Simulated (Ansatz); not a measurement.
Ansatz (a first-principles code), DFT, PBE, plane waves, its default PAW files: Al(111) slab of 6 layers, 2x2, N adatom, atoms displaced (Al24N), unrelaxed, 25 atoms. Basis and mesh were picked for this test and aren't claimed converged.

| Quantity | Result |
|---|---|
| cell | 5.73, 5.73, 23.29 Å; 90, 90, 60° |
| distance to the nearest atom | 1.99 to 2.83 Å |
| task | single point |
| k mesh | 6×6×1 |
| hamiltonian.xc | pbe |
| kind of files | paw |
| scf.occupations.method | fermi_dirac |
| scf.occupations.width | 0.1 eV |
| scf.initial_density.chi_scale | 0.1 |
| output.forces | true |
| binding of workers (--pin) | off |
| k-point pools (--kpoint-pools) | 1 |
| memory maximum (--max-ram) | 8GiB |
| accuracy | medium (default) |
| basis.precision | auto (default) |
| basis.xc_grid | 2 (default) |
| scf.eigensolver.kind | auto (default) |
| scf.convergence.dr2_threshold | 1e-07 (default) |
| scf.lower_state_search | light (default) |
| k-points after symmetry | 20 |
| bands at the start | 64 |
| electrons | 77 |
| plane waves at Γ | 13049 |
| cutoff (eV) | 420 |
| FFT grid | 40×40×160 |
| symmetry operations | 1 |

One run each.

All on 4 threads. Base settings, kept where nothing else is said: scf.mixing.algorithm = auto (default), scf.mixing.preconditioner = auto (default) (scf.mixing.beta, scf.mixing.ndim not set). The settings tried:
- scf.mixing.algorithm = broyden, scf.mixing.preconditioner = none
- scf.mixing.preconditioner = local_kerker
- scf.mixing.algorithm = anderson, scf.mixing.ndim = 1
- scf.mixing.algorithm = broyden, scf.mixing.beta = 0.7
- scf.mixing.preconditioner = none
- scf.mixing.preconditioner = ldos
- the base settings
- scf.mixing.preconditioner = kerker
- scf.mixing.algorithm = broyden, scf.mixing.beta = 1
- scf.mixing.algorithm = broyden, scf.mixing.beta = 0.3
- scf.mixing.algorithm = broyden
- scf.mixing.algorithm = anderson
- scf.mixing.algorithm = broyden, scf.mixing.beta = 0.1
- scf.mixing.preconditioner = kerker_dos
- scf.mixing.algorithm = broyden, scf.mixing.preconditioner = kerker
- scf.mixing.algorithm = msr1

Which settings need the fewest SCF iterations (all cycles of the run, searches included), which the most, and do any fail to converge?

Fewest SCF iterations (all cycles of the run, searches included), with those close behind: scf.mixing.algorithm = broyden, scf.mixing.beta = 0.7 (11); the base settings (12); scf.mixing.algorithm = msr1 (12); scf.mixing.preconditioner = ldos (12); scf.mixing.algorithm = anderson (13); scf.mixing.algorithm = broyden (14); scf.mixing.algorithm = broyden, scf.mixing.beta = 1 (14). Most among those that reach the base run's result: scf.mixing.algorithm = broyden, scf.mixing.beta = 0.1 (46); scf.mixing.algorithm = anderson, scf.mixing.ndim = 1 (41). All converged.

```
setting                                                             SCF iterations (all cycles of the run, searches included)  applications of H to a band        end
------------------------------------------------------------------  ---------------------------------------------------------  ---------------------------  ---------
scf.mixing.algorithm = broyden, scf.mixing.beta = 0.7                                                                      11                        69776  converged
the base settings                                                                                                          12                        85383  converged
scf.mixing.algorithm = msr1                                                                                                12                        85383  converged
scf.mixing.preconditioner = ldos                                                                                           12                        85383  converged
scf.mixing.algorithm = anderson                                                                                            13                        89001  converged
scf.mixing.algorithm = broyden                                                                                             14                        89601  converged
scf.mixing.algorithm = broyden, scf.mixing.beta = 1                                                                        14                        89601  converged
scf.mixing.algorithm = broyden, scf.mixing.beta = 0.3                                                                      16                        50744  converged
scf.mixing.preconditioner = kerker_dos                                                                                     22                        68216  converged
scf.mixing.algorithm = broyden, scf.mixing.preconditioner = none                                                           22                       180134  converged
scf.mixing.preconditioner = local_kerker                                                                                   24                       117568  converged
scf.mixing.preconditioner = none                                                                                           25                       171533  converged
scf.mixing.preconditioner = kerker                                                                                         25                        78922  converged
scf.mixing.algorithm = broyden, scf.mixing.preconditioner = kerker                                                         29                        95967  converged
scf.mixing.algorithm = anderson, scf.mixing.ndim = 1                                                                       41                       165207  converged
scf.mixing.algorithm = broyden, scf.mixing.beta = 0.1                                                                      46                       147291  converged
```

7 planned settings were not run, for want of time.

Keys are those of Ansatz 0.2.
